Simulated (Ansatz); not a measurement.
## YGe under load (space group Cmcm): band-structure transport figures

Given:

```xyz
4
Lattice="2.1345 -5.3535 0.0000 2.1345 5.3535 0.0000 0.0000 0.0000 3.9494" Properties=species:S:1:pos:R:3 pbc="T T T"
Y      2.1345     3.8718     0.9873
Y      2.1345    -3.8718     2.9620
Ge     2.1345     0.9040     0.9873
Ge     2.1345    -0.9040     2.9620
```

The numbers are results of PBEsol, rigid bands (plane waves, PAW, scalar-relativistic; Ansatz, a program for electronic structure), not measurements. Condition of this run: hydrostatic pressure -2 GPa (the target of the relaxation). Cell: cell and atoms relaxed with PBEsol, then loaded as said.

```
Property                                                               Value
------------------------------------  --------------------------------------
density of states at the Fermi level       1.97 states/(eV·cell), both spins
bare Sommerfeld coefficient                        1.16 mJ/(mol of atoms·K²)
Drude plasma energy                            1.99 (x), 2.9 (y), 5.4 (z) eV
root-mean-square Fermi velocity                                    4.9e5 m/s
resistivity times τ                   123 (x), 58 (y), 16.6 (z) ×10⁻²² Ω·m·s
```

A metal at this level (no band gap); rigid bands, thermally averaged at 300 K, both spins. Spin-orbit coupling is left out. τ is one relaxation time for all states.

Computed structure with no diffraction record at hand here (it may be known, metastable or hypothetical): YGe under load (space group Cmcm).
